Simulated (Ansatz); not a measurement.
Take GaAs in the zinc blende structure (space group F-43m, No. 216; a = 5.603 Å) as the base.

Calculations: LDA/PAW in Ansatz (an electronic-structure program), no SOC.

One change was made to it. Results:

```csv
quantity,base,after
band gap,0.49 eV,1.09 eV
gap character,direct at Γ,"indirect, Γ → Γ–X (87 % along)"
density,5.46 g/cm³,6.02 g/cm³
```

Q: Name the change that was made.
A) pressure 22.5 GPa
B) pressure 9 GPa
C) pressure 30 GPa

A: B, pressure 9 GPa. For comparison, the band gap in the other runs: pressure 22.5 GPa gives 0.87 eV; pressure 30 GPa gives 0.76 eV.

Load acts through the strain it causes; cell and atoms are relaxed under it. No phonon test of stability was made. Measured, GaAs leaves this structure (for a Cmcm phase) near 15 GPa (room temperature; as listed in arXiv:1906.07825).
